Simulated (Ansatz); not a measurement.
**A computed series for CaTiO3: pressure series**

Take CaTiO3 in the cubic perovskite structure (space group Pm-3m, No. 221; a model cell) as the base.

```
CELL_PARAMETERS angstrom
      3.84142     0.00000     0.00000
      0.00000     3.84142     0.00000
      0.00000     0.00000     3.84142
ATOMIC_POSITIONS crystal
  Ca 0.00000 0.00000 0.00000
  Ti 0.50000 0.50000 0.50000
  O  0.00000 0.50000 0.50000
  O  0.50000 0.50000 0.00000
  O  0.50000 0.00000 0.50000
```

Cell and atoms are relaxed at each pressure.

The values are results of Ansatz (a program for electronic structure), PBEsol, PAW, cutoff 420 eV, no SOC, earlier PAW set, not measurements.

Notes on the quantities. enthalpy: H = E + PV relative to the base's energy.

```tsv
case	band gap	volume per atom	enthalpy
base	1.89 eV	11.34 Å³	–
pressure −2 GPa	1.88 eV	11.46 Å³	-0.14 eV/atom
pressure −1 GPa	1.88 eV	11.40 Å³	-0.07 eV/atom
pressure 15 GPa	2.00 eV	10.59 Å³	+1.02 eV/atom
pressure 30 GPa	2.07 eV	10.04 Å³	+1.99 eV/atom
pressure 50 GPa	2.14 eV	9.48 Å³	+3.21 eV/atom
pressure 75 GPa	2.19 eV	8.94 Å³	+4.64 eV/atom
pressure 100 GPa	2.22 eV	8.52 Å³	+6.00 eV/atom
```

Load acts through the strain it causes; cell and atoms are relaxed under it. Stability against distortions was not tested. Competing high-pressure phases were not computed. The final runs are not spin-polarised. Many cubic perovskites are stable only at high temperature; tilts and polar distortions were not tested.
